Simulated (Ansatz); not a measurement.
Take MgO in the rock salt structure (space group Fm-3m, No. 225; a = 4.214 Å) as the base. Axes: x, y, z lie along the cube axes.

Modification: the symmetric strain tensor [0.0091 0.0035 -0.0080; 0.0035 -0.0065 -0.0046; -0.0080 -0.0046 -0.0008]; the atoms relax in the strained cell.

Levels (all Ansatz, an electronic-structure program, PAW): PBEsol (420 eV, scalar-relativistic without spin-orbit coupling); r2SCAN (500 eV, spin-orbit coupling left out); HSE06 (420 eV, no SOC).

At the geometry relaxed with PBEsol, these levels gave the following band gaps, in shuffled order: (a) 5.52 eV, (b) 6.37 eV, (c) 4.53 eV.

**Question.** Match each gap to its level.

**Answer.** (a) r2SCAN; (b) HSE06; (c) PBEsol.

Single points use the geometry relaxed with PBEsol. Stability against distortions was not tested. The base started in P3_121 and relaxed to Fm-3m at this level.
